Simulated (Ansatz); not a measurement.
BaZrO3 in the cubic perovskite structure (space group Pm-3m, No. 221)

BaZrO₃ is modelled in the cubic space group Pm-3m (No. 221), the cubic perovskite structure, Pearson symbol cP5. Lattice parameters: a = 4.2272 Å, b = 4.2272 Å, c = 4.2272 Å, α = 90.00°, β = 90.00°, γ = 90.00°. Ba on 1a is surrounded by 12 O at 2.989 Å (cuboctahedral). Zr on 1b is coordinated by 6 O at 2.114 Å (octahedral). O on 3c sees 2 Zr at 2.114 Å and 4 Ba at 2.989 Å (octahedral). (Neighbours: up to the widest gap in distance over summed covalent radii, below 1.35, at either atom; cation-cation and far metal-metal contacts left out.)

All numbers come from Kohn–Sham DFT with the PBE functional, run in Ansatz (a first-principles code) with PAW and 420 eV plane waves, scalar-relativistic without spin-orbit coupling. Γ-centred 8×8×8 mesh, Fermi–Dirac width 0.05 eV.

```json
{
 "volume_per_atom": "15.11 Å³",
 "density": "6.08 g/cm³",
 "band_gap": "3.18 eV, indirect, R → Γ",
 "Electron mass (degenerate bands, along [100])": "0.36, 0.36, 2.8 mₑ",
 "Lowest conduction-band minima above the VBM": "Γ 3.18 eV",
 "total_energy": "-2368.939 eV/atom (σ→0; compares only within this code and set-up)"
}
```

Masses are band curvatures over ±0.01 Å⁻¹ around the edge. No phonon test of stability was made.
